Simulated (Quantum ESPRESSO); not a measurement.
Input and output of a self-consistent single point for IrRh3 (I4mm, 4 atoms in the cell) (Quantum ESPRESSO).

Level of theory: LDA (PZ), GBRV 1.5 ultrasoft (LDA) pseudopotentials (plane waves; Quantum ESPRESSO).

```yaml
crystal:
  lattice:
    - [1.91250, -1.91250, 3.83094]
    - [1.91250, 1.91250, 3.83094]
    - [-1.91250, -1.91250, 3.83094]
  atoms:
    - { symbol: Ir, position: [0.00000, 0.00653, 0.00653] }
    - { symbol: Rh, position: [0.50000, 0.25000, 0.75000] }
    - { symbol: Rh, position: [0.50000, 0.75000, 0.25000] }
    - { symbol: Rh, position: [0.00000, 0.50000, 0.50000] }
```

Reference input (self-consistent single point, DFT, LDA (PZ), plane waves, GBRV 1.5 ultrasoft (LDA) pseudopotentials): ecutwfc = 40 Ry; ecutrho = 320 Ry; occupations = smearing; smearing = fermi-dirac; degauss = 0.0073499 Ry; potentials = {Ir: ir_lda_v1.2.uspp.F.UPF, Rh: rh_lda_v1.4.uspp.F.UPF}; K_POINTS = automatic 6 6 6 0 0 0; conv_thr = 1e-10 Ry; mixing_beta = 0.7. This run's input differs from it in these lines:

```diff
@@ -18,3 +18,3 @@
   smearing = 'fermi-dirac'
-  degauss = 0.0073499
+  degauss = 0.00147
 /
@@ -33,3 +33,3 @@
 K_POINTS automatic
-6 6 6  0 0 0
+11 11 11  0 0 0
```

Output, abridged:

```
     Self-consistent Calculation

     iteration #  1     ecut=    40.00 Ry     beta= 0.70

     negative rho (up, down):  4.306E-01 0.000E+00

     total energy              =    -694.29545203 Ry
     estimated scf accuracy    <       3.32078244 Ry

     iteration #  2     ecut=    40.00 Ry     beta= 0.70

     negative rho (up, down):  4.721E-01 0.000E+00

     total energy              =    -694.28881048 Ry
     estimated scf accuracy    <       9.49719157 Ry

     iteration #  3     ecut=    40.00 Ry     beta= 0.70

     negative rho (up, down):  4.698E-01 0.000E+00

     total energy              =    -695.46892636 Ry
     estimated scf accuracy    <       2.75000206 Ry

   [... 10 blocks of this kind left out ...]

     iteration # 14     ecut=    40.00 Ry     beta= 0.70

     negative rho (up, down):  4.697E-01 0.000E+00

     total energy              =    -695.91292071 Ry
     estimated scf accuracy    <          1.2E-10 Ry

     iteration # 15     ecut=    40.00 Ry     beta= 0.70

     negative rho (up, down):  4.697E-01 0.000E+00
     End of self-consistent calculation

     Number of k-points >= 100: set verbosity='high' to print the bands.

     the Fermi energy is    21.6054 ev

!    total energy              =    -695.91292071 Ry
     estimated scf accuracy    <          9.3E-13 Ry
     smearing contrib. (-TS)   =      -0.00059898 Ry
     internal energy E=F+TS    =    -695.91232174 Ry

     convergence has been achieved in  15 iterations

     negative rho (up, down):  4.697E-01 0.000E+00

     Forces acting on atoms (cartesian axes, Ry/au):

     atom    1 type  1   force =     0.00000000    0.00000000   -0.02187049
     atom    2 type  2   force =     0.00000000    0.00000000    0.00954955
     atom    3 type  2   force =     0.00000000   -0.00000000    0.00954955
     atom    4 type  2   force =     0.00000000   -0.00000000    0.00277138

     Total force =     0.025853     Total SCF correction =     0.000002

     negative rho (up, down):  4.697E-01 0.000E+00
          total   stress  (Ry/bohr**3)                   (kbar)     P=     -151.95
  -0.00103599  -0.00000000   0.00000000         -152.40       -0.00        0.00
  -0.00000000  -0.00103599  -0.00000000           -0.00     -152.40       -0.00
   0.00000000  -0.00000000  -0.00102690            0.00       -0.00     -151.06

   JOB DONE.
```

The run converged in 15 iterations. Against the reference run the free energy goes up by 25.2 meV/atom, the pressure goes from -14.89 to -15.20 GPa and the largest force hardly changes (0.561 to 0.562 eV/Å).

The starting cell comes from a database of computed structures (which also holds hypothetical and non-ambient phases and stackings), without a prior relaxation at this level. Its lattice was rescaled by up to half a per cent. One atom was moved a little off its site on purpose. Spin polarisation is off. With a pressure of about -15 GPa the cell is away from its equilibrium volume at this level.

Cost on one core of a shared machine: roughly 5 min.
